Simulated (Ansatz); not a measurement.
Results of LDA in Ansatz (PAW) for 1T (CdI2-type) MgI2.

Settings: plane-wave cutoff 520 eV, 12×12×6 k mesh (along the axes of the cell as run), perturbation theory, scalar-relativistic PAW data made under PBE.

Computed at the level's own relaxed cell.

Question: Give the computed electronic dielectric constant ε∞ (mean over three axes) and dielectric constant ε0 (ions relaxed) (mean over three axes).

Answer: 
- electronic dielectric constant ε∞ (mean over three axes) = 4.60
- dielectric constant ε0 (ions relaxed) (mean over three axes) = 7.65

Spin–orbit coupling is not included.

Ansatz is a first-principles code.
